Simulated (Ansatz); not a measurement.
Crystal: CdS (P6_3mc, wurtzite, 4 atoms a cell, 25.5 Å³ an atom); both levels run on this one cell.

Complex bands along the normal of (001) by Ansatz (plane waves, PAW, no spin-orbit coupling). r2SCAN gives a gap of 1.62 eV and a slowest mid-gap decay of 0.125 1/Å.

**Question.** What does PBE give on the same cell, and what does that do to the current through 2 nm?

**Answer.** Gap 1.16 eV, κ = 0.096 1/Å. The mid-gap transmission through 2 nm changes by exp(2 × 20 × (0.125 − 0.096)) = a factor of 3.2 against r2SCAN.

Ansatz is a program for electronic structure.
